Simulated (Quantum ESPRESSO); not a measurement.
Quantum ESPRESSO run on Sr (Fm-3m, 1 atom in the cell): self-consistent single point.

Method: PBE, PSlibrary ultrasoft (PBE, semicore) pseudopotentials (plane waves; Quantum ESPRESSO 7.5).

The change in words: lattice scaled by 0.98. Reference geometry:
```yaml
crystal:
  lattice:
    - [0.00000, 2.97586, 2.97586]
    - [2.97586, 0.00000, 2.97586]
    - [2.97586, 2.97586, 0.00000]
  atoms:
    - { symbol: Sr, position: [0.00000, 0.00000, 0.00000] }
```

Reference input (self-consistent single point, DFT, PBE, plane waves, PSlibrary ultrasoft (PBE, semicore) pseudopotentials): ecutwfc = 45 Ry; ecutrho = 315 Ry; occupations = smearing; smearing = fermi-dirac; degauss = 0.0073499 Ry; potentials = {Sr: Sr.pbe-spn-rrkjus_psl.1.0.0.UPF}; K_POINTS = automatic 8 8 8 0 0 0; conv_thr = 1e-10 Ry. This run's input differs from it in these lines:

```diff
@@ -23,5 +23,5 @@
 CELL_PARAMETERS {angstrom}
-   0.000000000     2.975856000     2.975856000
-   2.975856000     0.000000000     2.975856000
-   2.975856000     2.975856000     0.000000000
+   0.000000000     2.916339000     2.916339000
+   2.916339000     0.000000000     2.916339000
+   2.916339000     2.916339000     0.000000000
 ATOMIC_POSITIONS {crystal}
```

Output, abridged:

```
     Self-consistent Calculation

     iteration #  1     ecut=    45.00 Ry     beta= 0.70

     Threshold (ethr) on eigenvalues was too large:
     Diagonalizing with lowered threshold

     total energy              =     -70.19713963 Ry
     estimated scf accuracy    <       0.00131850 Ry

     iteration #  2     ecut=    45.00 Ry     beta= 0.70

     total energy              =     -70.19720967 Ry
     estimated scf accuracy    <       0.00011492 Ry

     iteration #  3     ecut=    45.00 Ry     beta= 0.70

     total energy              =     -70.19721414 Ry
     estimated scf accuracy    <       0.00000040 Ry

     iteration #  4     ecut=    45.00 Ry     beta= 0.70

     total energy              =     -70.19721457 Ry
     estimated scf accuracy    <       0.00000002 Ry

     iteration #  5     ecut=    45.00 Ry     beta= 0.70

     total energy              =     -70.19721458 Ry
     estimated scf accuracy    <          7.1E-10 Ry

     iteration #  6     ecut=    45.00 Ry     beta= 0.70
     c_bands:  1 eigenvalues not converged
     End of self-consistent calculation

     the Fermi energy is     5.8536 ev

!    total energy              =     -70.19721458 Ry
     estimated scf accuracy    <          1.9E-11 Ry
     smearing contrib. (-TS)   =      -0.00257720 Ry
     internal energy E=F+TS    =     -70.19463738 Ry

     convergence has been achieved in   6 iterations

     Forces acting on atoms (cartesian axes, Ry/au):

     atom    1 type  1   force =     0.00000000    0.00000000    0.00000000

     Total force =     0.000000     Total SCF correction =     0.000000

          total   stress  (Ry/bohr**3)                   (kbar)     P=       14.24
   0.00009683   0.00000000   0.00000000           14.24        0.00        0.00
   0.00000000   0.00009683   0.00000000            0.00       14.24        0.00
   0.00000000   0.00000000   0.00009683            0.00        0.00       14.24

   JOB DONE.
```

The run converged in 6 iterations. Against the reference run the free energy rises by 18.9 meV/atom and the pressure goes from 0.53 to 1.42 GPa. The full log also holds: “c_bands:  1 eigenvalues not converged”.

The starting cell has typed, rounded lattice constants, without a prior relaxation at this level. Its lattice was rescaled by a random factor within 2.5 % of one. For this run, on top of that: lattice scaled by 0.98.
